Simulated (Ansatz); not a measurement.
## CdI2: response to strain

Base system: CdI2 in the CdI2 type structure (space group P-3m1, No. 164; layered, stacked along the Cartesian z axis).

Space group P-3m1 (No. 164); a = b = 4.1527 Å, c = 6.5508 Å, α = β = 90.00°, γ = 120.00°

```csv
atom,site,symmetry,x,y,z
Cd,1a,-3m.,0.0000,0.0000,0.0000
I,2d,3m.,0.6667,0.3333,0.2612
```

Strains are applied to the cell and any free atomic positions relax.

Computed with PBEsol-D3(BJ) (Ansatz, an electronic-structure program; PAW; 420 eV plane waves; scalar-relativistic without spin-orbit coupling).

Candidates:
(a) isotropic strain −1.00 %
(b) isotropic strain −1.50 %
(c) isotropic strain +1.00 %
(d) isotropic strain −2.00 %
(e) isotropic strain −3.00 %

Before the change:

```
Property    Value
--------  -------
Band gap  2.17 eV
```

Task: Order them by band gap, lowest first.

Result: (e) isotropic strain −3.00 % (1.95 eV), (d) isotropic strain −2.00 % (2.05 eV), (b) isotropic strain −1.50 % (2.08 eV), (a) isotropic strain −1.00 % (2.11 eV), (c) isotropic strain +1.00 % (2.23 eV)

With I present, leaving out spin-orbit coupling can change the band edges. No phonon test of stability was made.
